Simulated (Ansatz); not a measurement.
Start from CdSe in the zinc blende structure (space group F-43m, No. 216).

```yaml
crystal:
  lattice:
    - [0.00000, 3.00374, 3.00374]
    - [3.00374, 0.00000, 3.00374]
    - [3.00374, 3.00374, 0.00000]
  atoms:
    - { symbol: Cd, position: [0.00000, 0.00000, 0.00000] }
    - { symbol: Se, position: [0.25000, 0.25000, 0.25000] }
```

Cartesian axes are those of the cell as printed.

Calculations: Ansatz (an electronic-structure program) LDA, no SOC.

Strains are applied to the cell and any free atomic positions relax.

One change was made to it. Results:

The band gap falls by 0.085 eV (0.41 eV → 0.32 eV); the energy grows by 2.4 meV/atom; the gap character remains direct at Γ.

Which of these changes matches the shifts?
(A) tensor shear ε_xy = +1.14 %
(B) tensor shear ε_xy = +0.86 %
(C) tensor shear ε_xy = +1.71 %

C, tensor shear ε_xy = +1.71 %. For comparison, the energy relative to the base in the other runs: tensor shear ε_xy = +0.86 % gives +0.6 meV/atom; tensor shear ε_xy = +1.14 % gives +1.1 meV/atom.

Stability against distortions was not tested. Labels are those of the standard path for the cell's own space group.
